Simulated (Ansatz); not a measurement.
**Cl on the 1x1 (0001) surface of hcp Co, ferromagnetic, one in a 2x2 cell, started at the site 'hollow Co-Co-Co over Co at depth 2.0 Å'**

The numbers are results of PBE (plane waves to 420 eV, PAW; Ansatz, an electronic-structure program), not measurements.

Model: 17-atom slab, 6.0 Å thick at the start under the adsorbate (thin: gaps and levels are the slab's own), 7x7x1 mesh, Fermi-Dirac 0.1 eV, dipole correction, 8 atoms held, the rest relaxed; held to the start's symmetry, so lower structures may exist; spin-polarised, no spin-orbit, no U, no dispersion correction. At the end it is bonded to 3 Co. In PBE it is, or lies within 0.03 eV of, the lowest of the starts that converged.

The adsorption energy against ½ Cl2(g) comes out as -2.15 eV and the work function of the top face comes out as 4.95 eV. The change of the work function is -0.025 eV and the change of the step from the bottom to the top vacuum level, against the clean slab comes out as -0.022 eV. The energy released by relaxation is 0.027 eV and the height of the binding atom over the mean of the host atoms within 0.3 Å of the top one is 1.851 Å. The magnetic moment of the cell is 26.86 μB. The nearest host atoms of the binding atom comes out as Co at 2.34 Å, Co at 2.34 Å, Co at 2.34 Å. The largest move of a host atom comes out as 0.06 Å and the cost comes out as very roughly 12 core-minutes.

A negative adsorption energy means that the adsorbate is more stable on the surface than in its reference.
